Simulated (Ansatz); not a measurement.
Ansatz (a quantum-chemistry and plane-wave program) is run on SiC2N4 (Pn-3m, 14 atoms in the cell), and the run fails. The aim is a self-consistent single point with DFT, LDA (PW92), plane waves, default PAW files made with PBE.

Cell that was meant: a = 6.6844 Å, b = 6.6844 Å, c = 6.6844 Å, α = 90.00°, β = 90.00°, γ = 90.00°.

Part of the input:

Ansatz 0.2 input:
```yaml
  mp_grid:
    grid: [5, 5, 5]
hamiltonian:
  xc: pbe-sol
  pseudopotentials:
    kind: paw
scf:
```

Output (repeated stretches shortened):

```
Error: YAML parse error: error: line 25 column 7: hamiltonian.xc: unknown variant `pbe-sol`, expected one of `lda`, `lda-pw`, `pw92`, `pbe`, `pbesol`, `rpbe`, `revpbe`, `blyp`, `pbe0`, `revpbe0`, `b3lyp`, `b3lyp5`, `hse06`, `wpbeh`, `hiss`, `lc_wpbe`, `cam_b3lyp`, `hf`, `r2scan`, `r2scanh`, `r2scan0`, `r2scan50`, `mr2scan`
  --> <input>:25:7
   |
23 |     grid: [5, 5, 5]
24 | hamiltonian:
25 |   xc: pbe-sol
   |       ^ hamiltonian.xc: unknown variant `pbe-sol`, expected one of `lda`, `lda-pw`, `pw92`, `pbe`, `pbesol`, `rpbe`, `revpbe`, `blyp`, `pbe0`, `revpbe0`, [...]
26 |   pseudopotentials:
27 |     kind: paw
   |
```

Question: Read the log: what does the program object to, and what is the fix?

Answer: The fault is a value that the program does not know. The key takes a closed list of words, and names differ between codes. To fix it, use one of the words that the key accepts. The program stopped before any SCF iteration.

An input that runs soundly differs in these lines (not the only fix; some lines may just follow from the change or write a value another way):
```diff
-  xc: pbe-sol
+  xc: lda
```

With that input, the run converged in 7 iterations: free energy E − TS (on the zero of these files) -5182.1902 eV; top of the valence band (on the code's own zero) -1.10 eV; gap on the k-point mesh 4.17 eV; pressure -2.74 GPa; largest force (vector length) 0.311 eV/Å (DFT, LDA (PW92), plane waves, default PAW files made with PBE).

On the sound input: the starting cell comes from a database of computed structures (which also holds hypothetical and non-ambient phases and stackings), without a prior relaxation at this level. Ansatz's pressure includes its estimate of the finite-basis (Pulay) stress.
